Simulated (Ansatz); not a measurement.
# Pb on the Ge site + C on the Ge site (germanium host)

These are PBE, PAW (plane waves to 420 eV; Ansatz, a first-principles code) values and carry that method's errors. Details: 64-site cell; 2×2×2 shifted k-points; start: the Ge site; Ge 2.49 Å away; no spin–orbit coupling; the functional closes the host's gap; energies good to tenths of an eV; relaxed from one start, so a lower configuration may exist.

Neighbours after relaxation, in Å: of the Pb atom: C 2.41, Ge 2.73, Ge 2.73, Ge 2.73; of the C atom: Ge 2.10, Ge 2.10, Ge 2.10, Pb 2.41.

The name describes the start; the neighbours show where the atoms ended.

```
charge         moment (μB)  point group  largest move off a lattice site (Å)
------  ------------------  -----------  -----------------------------------
0       not spin-polarised          C3v                                 0.34
```

Point groups are those of the whole cell at tolerances of 0.03 and 0.1 Å ("near" where only the looser one holds); none is given for unsettled states.

All states together cost around 50 core-minutes (rough).
